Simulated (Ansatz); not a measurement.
The structure below was relaxed with Ansatz (a first-principles code), PBEsol, PAW, cutoff 420 eV, no spin-orbit coupling, at pressure 60 GPa.

Space group P6₃mc (No. 186); a = 3.119 Å, b = 3.119 Å, c = 7.251 Å, α = 90.00°, β = 90.00°, γ = 120.00°

```tsv
atom	site	symmetry	x	y	z
Cd	2b	3m.	0.3333	0.6667	0.4624
S	2b	3m.	0.3333	0.6667	0.1628
```

Question: Write out a cell with all atoms.

Answer: 
```cif
data_Cd2S2
_chemical_formula_sum 'Cd2 S2'
_space_group_name_H-M_alt 'P 1'
_space_group_IT_number 1
_cell_length_a 3.11880
_cell_length_b 3.11880
_cell_length_c 7.25134
_cell_angle_alpha 90.000
_cell_angle_beta 90.000
_cell_angle_gamma 120.000
loop_
_space_group_symop_operation_xyz
  'x, y, z'
loop_
_atom_site_label
_atom_site_type_symbol
_atom_site_fract_x
_atom_site_fract_y
_atom_site_fract_z
_atom_site_occupancy
Cd1 Cd 0.66667 0.33333 0.96241 1
Cd2 Cd 0.33333 0.66667 0.46241 1
S1 S 0.66667 0.33333 0.66279 1
S2 S 0.33333 0.66667 0.16279 1
```
This is the conventional cell.

A case with no gap was solved on a k-mesh chosen for an insulator, which is coarse for it. From pressure 60 GPa on, the axis ratios lie over 15 % from the base's, so the cell there is far from its starting form. Load acts through the strain it causes; cell and atoms are relaxed under it. No phonon test of stability was made. All final runs are without spin polarisation. Measured, CdS leaves this structure (for rock salt) near 2.54 GPa (temperature not stated; as listed in Datta, Sujoy, Jana, Debnarayan, arXiv (2020)), on rising pressure, with hysteresis. The cell was made from CdS in the wurtzite structure (space group P6_3mc, No. 186) by this change: pressure 60 GPa.
